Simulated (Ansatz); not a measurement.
# CaTiO3, response to strain and stress

The reference is CaTiO3 in the cubic perovskite structure (space group Pm-3m, No. 221; a = 3.841 Å; a model cell). Axes: x, y, z lie along the cube axes.

Strains are applied to the cell and any free atomic positions relax; under biaxial strain the out-of-plane vector relaxes too; under stress the whole cell relaxes.

Computed with PBEsol (Ansatz, a first-principles code; PAW; 420 eV plane waves; scalar-relativistic without spin-orbit coupling), earlier PAW set.

Candidates:
(a) uniaxial stress, 1 GPa compression along x
(b) isotropic strain +1.42 %
(c) uniaxial strain ε_xx = +0.82 %
(d) uniaxial strain ε_xx = +2.07 %
(e) biaxial strain −0.79 %, plane normal [001], relaxed out of plane

Notes on the quantities. energy relative to the base: free energy F.

Question: Order them by energy relative to the base, highest first.

Answer: (b) isotropic strain +1.42 % (+12 meV/atom), (d) uniaxial strain ε_xx = +2.07 % (+5.2 meV/atom), (e) biaxial strain −0.79 %, plane normal [001], relaxed out of plane (+1.9 meV/atom), (c) uniaxial strain ε_xx = +0.82 % (+0.8 meV/atom), (a) uniaxial stress, 1 GPa compression along x (+0.1 meV/atom)

Stability under load was not tested beyond the relaxation. All final runs are without spin polarisation. Many cubic perovskites are stable only at high temperature; tilts and polar distortions were not tested.
